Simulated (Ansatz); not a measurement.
C (diamond, Fd-3m); conventional cell a = b = c = 3.532 Å, α = β = γ = 90.00°.

Unless called populations, κ holds the coherence term between modes besides the Boltzmann populations.

Estimate the lattice thermal conductivity at 600 K from a three-phonon Boltzmann calculation with natural isotopes, LDA density-functional theory in Ansatz (plane waves, PAW) (third-order constants from a 128-atom supercell out to 4.1 Å, harmonic mesh 8×8×8, k mesh 16×16×16, scattering mesh 25×25×25).

κ = 1100 W/(m K). The result is for a perfect infinite crystal and omits four-phonon processes.

The PAW data sets were generated under PBE and serve the other functionals too.

Ansatz is a program for electronic structure.
